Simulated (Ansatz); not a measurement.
Band structure of Mg₂Ge (Pn-3m, 6 atoms in the cell).

```xyz
6
Lattice="6.4520 0.0000 0.0000 0.0000 6.4520 0.0000 0.0000 0.0000 6.4520" Properties=species:S:1:pos:R:3 pbc="T T T"
Mg     4.8390     4.8390     4.8390
Mg     4.8390     1.6130     1.6130
Mg     1.6130     4.8390     1.6130
Mg     1.6130     1.6130     4.8390
Ge     0.0000     0.0000     0.0000
Ge     3.2260     3.2260     3.2260
```

Computed with PBE (plane waves, PAW; Ansatz, a quantum-chemistry and plane-wave program).

Settings: kpoints.mp_grid.grid = 4 4 4; hamiltonian.xc = pbe; hamiltonian.pseudopotentials = {kind: paw} (the program's default PAW files); scf.occupations.method = fermi_dirac; scf.occupations.width = 0.1 eV; kpoints.band_path.npoints = 10.

The starting cell was generated: these elements placed on a structure prototype, without a prior relaxation; it need not be a known phase or ordering of this composition. Its lattice was rescaled by a random factor within 2.5 % of one.

Levels in eV from the Fermi level, bands 31 to 38:
```
point     31     32     33     34     35    36    37    38
-----  -----  -----  -----  -----  -----  ----  ----  ----
Γ      -1.86  -0.87  -0.29  -0.29  -0.29  0.59  0.59  3.37
X      -1.62  -1.62  -0.62  -0.62   1.44  1.44  1.78  1.78
M      -1.11  -1.11  -0.39  -0.39   0.49  0.49  1.77  1.77
R      -2.25  -1.30  -1.30  -1.30   2.21  2.39  2.39  2.39
```

Bands cross the Fermi level along this path, so the cell is metallic at this level.

Keys are those of Ansatz 0.2.
